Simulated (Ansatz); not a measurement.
Base system: ZnS in the zinc blende structure (space group F-43m, No. 216; a = 5.443 Å).

(Cell as relaxed with PBE.)

Levels (all Ansatz, a quantum-chemistry and plane-wave program, PAW, earlier PAW set): PBE (420 eV, spin-orbit coupling left out); PBEsol (420 eV, without spin-orbit coupling).

Each level relaxes its own structure.

```csv
quantity,PBE,PBEsol
volume per atom,20.16 Å³,[?]
lattice parameter a,5.443 Å,[?]
band gap,2.01 eV,[?]
gap character,direct at Γ,[?]
electron mass,0.17 mₑ,[?]
"hole mass (degenerate bands, along [100])","0.18, 0.72, 0.72 mₑ",[?]
```

Question: What does PBEsol give?

Answer: 
- volume per atom, PBEsol: 19.22 Å³
- lattice parameter a, PBEsol: 5.357 Å
- band gap, PBEsol: 2.08 eV
- gap character, PBEsol: direct at Γ
- electron mass, PBEsol: 0.17 mₑ
- hole mass (degenerate bands, along [100]), PBEsol: 0.18, 0.66, 0.66 mₑ

PBE's volume per atom lies 0.947 Å³ above PBEsol's (4.9 %); PBE's lattice parameter a lies 0.0866 Å above PBEsol's (1.6 %); PBE's band gap lies 0.07 eV below PBEsol's; the two agree on the gap character and electron mass. Neither level is exact; PBEsol is the comparison here, not a measurement.

Effective masses come from finite differences of ±0.01 Å⁻¹. Stability against distortions was not tested.
